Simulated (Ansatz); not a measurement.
**Pressure series in GaN**

Take GaN in the zinc blende structure (space group F-43m, No. 216; a = 4.549 Å) as the base.

Cell and atoms are relaxed at each pressure.

All numbers come from Kohn–Sham DFT with the PBE functional, run in Ansatz (a quantum-chemistry and plane-wave program) with PAW and 420 eV plane waves, no SOC.

Two rows of this table had their results exchanged by mistake.

```json
[
 {"pressure": "pressure −2 GPa", "volume per atom (Å³)": "11.90", "shortest distance (Å)": "1.977", "band gap": "1.46 eV"},
 {"pressure": "pressure −1 GPa", "volume per atom (Å³)": "11.83", "shortest distance (Å)": "1.973", "band gap": "1.50 eV"},
 {"pressure": "pressure 1.8 GPa", "volume per atom (Å³)": "11.64", "shortest distance (Å)": "1.963", "band gap": "1.61 eV"},
 {"pressure": "pressure 4.2 GPa", "volume per atom (Å³)": "11.49", "shortest distance (Å)": "1.954", "band gap": "1.69 eV"},
 {"pressure": "pressure 9 GPa", "volume per atom (Å³)": "11.22", "shortest distance (Å)": "1.939", "band gap": "1.84 eV"},
 {"pressure": "pressure 18 GPa", "volume per atom (Å³)": "9.85", "shortest distance (Å)": "1.856", "band gap": "2.67 eV"},
 {"pressure": "pressure 30 GPa", "volume per atom (Å³)": "10.32", "shortest distance (Å)": "1.886", "band gap": "2.38 eV"},
 {"pressure": "pressure 45 GPa", "volume per atom (Å³)": "10.79", "shortest distance (Å)": "1.914", "band gap": "2.09 eV"},
 {"pressure": "pressure 60 GPa", "volume per atom (Å³)": "9.47", "shortest distance (Å)": "1.832", "band gap": "2.92 eV"}
]
```

Q: Which two?

A: The rows for pressure 18 GPa and pressure 45 GPa: the volume has to fall steadily with pressure, so 10.79 Å³ belongs to pressure 18 GPa and 9.85 Å³ to pressure 45 GPa.

Load acts through the strain it causes; cell and atoms are relaxed under it. No phonon test of stability was made. Tetrahedral semiconductors of this kind turn to denser phases somewhere between about 1 and 50 GPa; those were not computed, so compressed cells here can lie past the real transition. This is not the structure that GaN has at room temperature and ambient pressure.
